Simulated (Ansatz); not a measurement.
The starting structures come from a database of crystals and need not be the phases stable at ambient conditions.

 Where the default PAW files enter, the runs use the earlier of Ansatz's two default sets.

Tunnelling through a barrier is set by its complex band structure: the current falls as exp(−2κd) with the smallest κ.

Input:

```xyz
16
Lattice="6.4698 0.0000 0.0000 0.0000 7.4030 0.0000 0.0000 0.0000 6.1521" Properties=species:S:1:pos:R:3 pbc="T T T"
Zn     5.4556     3.7015     6.1483
Zn     1.0142     0.0000     3.0723
Cu     4.3506     5.5253     3.1132
Cu     2.1192     5.5792     0.0372
Cu     4.3506     1.8777     3.1132
Cu     2.1192     1.8238     0.0372
Ge     1.0959     3.7015     3.0780
Ge     5.3739     0.0000     0.0020
S      1.1531     3.7015     5.3311
S      5.3168     0.0000     2.2551
S      5.4517     3.7015     2.3313
S      1.0182     0.0000     5.4073
S      4.2749     5.5889     5.3884
S      2.1949     5.5156     2.3123
S      4.2749     1.8141     5.3884
S      2.1949     1.8874     2.3123
```

Space group of this cell: Pmn2_1. The cell is taken as given; by PBEsol its mean pressure is -1.0 GPa.

Transport runs along the normal of the first two printed cell vectors.

The gap is the functional's own, uncorrected, and κ follows it; spin-orbit coupling is left out. Mid-gap values are interpolated between the computed energies.

Predict the band gap and the smallest decay constant κ at mid-gap from PBEsol (Ansatz, a quantum-chemistry and plane-wave program).

Gap 0.52 eV on a 6×4×6 mesh; κ = 0.072 1/Å, at the zone centre.
